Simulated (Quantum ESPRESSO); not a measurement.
A self-consistent single point of Co4TeO8 (P-1, 13 atoms in the cell) with Quantum ESPRESSO.

Method of the run: PBEsol, PSlibrary PAW (PBE) pseudopotentials (plane waves; Quantum ESPRESSO 7.5).

```xyz
13
Lattice="5.8876 0.0000 0.0000 -2.8284 5.1733 0.0000 -2.7312 -1.7974 4.9764" Properties=species:S:1:pos:R:3 pbc="T T T"
Co    -2.7798     1.6879     2.4882
Co     0.1640     1.6879     2.4882
Co     0.0000     0.0000     0.0000
Co    -1.3656    -0.8987     2.4882
Te     1.5296     2.5866     0.0000
O      0.1098     0.1734     3.6875
O      0.2182     3.2024     1.2889
O      1.5093     2.6490     3.4342
O     -1.1813     0.7268     1.5422
O      1.5992     0.9855     1.0840
O     -1.2711     2.3903     3.8924
O      2.8641     3.4237     1.1959
O     -2.5360    -0.0479     3.7805
```
Moments meant for the start (each program seeds them in its own way; μB, in the order of the atoms Co Co Co Co Te O O O O O O O O): 3.0 3.0 3.0 3.0 0.0 0.0 0.0 0.0 0.0 0.0 0.0 0.0 0.0.

Reference input (self-consistent single point, DFT, PBEsol+U, plane waves, PSlibrary PAW (PBE) pseudopotentials): ecutwfc = 55 Ry; ecutrho = 330 Ry; occupations = smearing; smearing = fermi-dirac; degauss = 0.0036749 Ry; nspin = 2; input_dft = pbesol; K_POINTS = automatic 3 3 3 0 0 0; HUBBARD = ortho-atomic; U Co-3d 3.32 eV; conv_thr = 1e-09 Ry; mixing_beta = 0.3. This run's input differs from it in these lines:

```diff
@@ -49,4 +49,2 @@
   -2.731156000    -1.797441000     4.976401000
-HUBBARD {ortho-atomic}
-U Co-3d 3.32
```

Log, with long lists cut:

```
     Self-consistent Calculation

     iteration #  1     ecut=    55.00 Ry     beta= 0.30

     total energy              =   -1323.67836459 Ry
     estimated scf accuracy    <       2.57920986 Ry

     total magnetization       =    11.00 Bohr mag/cell
     absolute magnetization    =    11.02 Bohr mag/cell

     iteration #  2     ecut=    55.00 Ry     beta= 0.30

     total energy              =   -1323.23018104 Ry
     estimated scf accuracy    <      12.57113337 Ry

     total magnetization       =     6.38 Bohr mag/cell
     absolute magnetization    =     6.89 Bohr mag/cell

     iteration #  3     ecut=    55.00 Ry     beta= 0.30

   [... lines left out ...]

   [... 95 blocks of this kind left out ...]

     iteration # 99     ecut=    55.00 Ry     beta= 0.30

     total energy              =   -1324.33976868 Ry
     estimated scf accuracy    <       0.00053047 Ry

     total magnetization       =     5.95 Bohr mag/cell
     absolute magnetization    =     6.20 Bohr mag/cell

     iteration #100     ecut=    55.00 Ry     beta= 0.30

     total energy              =   -1324.34033900 Ry
     estimated scf accuracy    <       0.00025094 Ry

     total magnetization       =     5.80 Bohr mag/cell
     absolute magnetization    =     6.14 Bohr mag/cell
     End of self-consistent calculation

     convergence NOT achieved after 100 iterations: stopping

   JOB DONE.
```

The run ended unconverged after 100 iterations. 

The starting cell comes from a database of computed structures (which also holds hypothetical and non-ambient phases and stackings), without a prior relaxation at this level. Its lattice was rescaled by a random factor within 2.5 % of one.

Cost on one core of a shared machine: roughly 30 min.
